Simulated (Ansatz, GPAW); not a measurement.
A GPAW input for a self-consistent single point of Cr (Im-3m, 1 atom in the cell) (DFT LDA (Perdew-Wang 92), plane waves, GPAW PAW datasets LDA (gpaw-data 1.0.1)):

```python
from ase import Atoms
from ase.units import GPa
from gpaw import GPAW

atoms = Atoms(['Cr'],
              cell=[[-1.454400, 1.454400, 1.454400],
                    [1.454400, -1.454400, 1.454400],
                    [1.454400, 1.454400, -1.454400]],
              positions=[[0.000000, 0.000000, 0.000000]],
              pbc=True)

atoms.set_initial_magnetic_moments([3.0])

calc = GPAW(spinpol=True,
            mode={'name': 'pw', 'ecut': 850},
            xc='LDA',
            kpts={'size': (16, 16, 16), 'gamma': True},
            occupations={'name': 'methfessel-paxton', 'width': 0.2, 'order': 0},
            nbands=-7,
            convergence={'density': 1e-05, 'energy': 1e-05},
            symmetry={'symmorphic': False, 'tolerance': 0.0005},
            maxiter=100)

atoms.calc = calc

energy = atoms.get_potential_energy()
print('Energy (eV):', round(energy, 6))
forces = atoms.get_forces()
print('Forces (eV/Ang):')
print(forces.round(5))
stress = atoms.get_stress()
print('Stress (GPa, Voigt):', (stress / GPa).round(4))
```

Task: Translate this input to Ansatz (a program for electronic structure).

Result: This is the input that was run; spellings and numerical settings could be chosen otherwise.

Ansatz 0.2 input:
```yaml
# Cr
crystal:
  lattice:
    - [-1.454400, 1.454400, 1.454400]
    - [1.454400, -1.454400, 1.454400]
    - [1.454400, 1.454400, -1.454400]
  atoms:
    - { symbol: Cr, position_ang: [0.000000, 0.000000, 0.000000], spin: 3.0 }
kpoints:
  mp_grid: { grid: [16, 16, 16] }
hamiltonian:
  xc: lda
  pseudopotentials: { kind: paw }
magnetization:
  spin_polarized: true
scf:
  occupations: { method: gaussian, width: 0.2 eV }
output:
  forces: true
  eigenvalues: true
  stress: true
```

Basis, cutoffs, solver keys and any potentials are the target program's own. This input uses DFT, LDA (PW92), plane waves, default PAW files made with PBE. LDA parametrisations can differ slightly between programs. Both were run: pressure -30.27 GPa in GPAW and -29.26 in Ansatz; size of the net moment 0.00 μB/atom in GPAW and 0.00 in Ansatz. Ansatz's pressure is the one without its finite-basis correction.

On Ansatz: the starting cell was generated: these elements placed on a structure prototype, without a prior relaxation; it need not be a known phase or ordering of this composition. Its lattice was rescaled by a random factor within 2.5 % of one. The starting moments vanished: the run ended non-magnetic, which need not be the lowest state. The program warned that a starting moment was not kept. With a pressure of about -29 GPa the cell is away from its equilibrium volume at this level.

On GPAW: the starting cell was generated: these elements placed on a structure prototype, without a prior relaxation; it need not be a known phase or ordering of this composition. Its lattice was rescaled by a random factor within 2.5 % of one. The starting moments vanished: the run ended non-magnetic, which need not be the lowest state. With a pressure of about -30 GPa the cell is away from its equilibrium volume at this level.
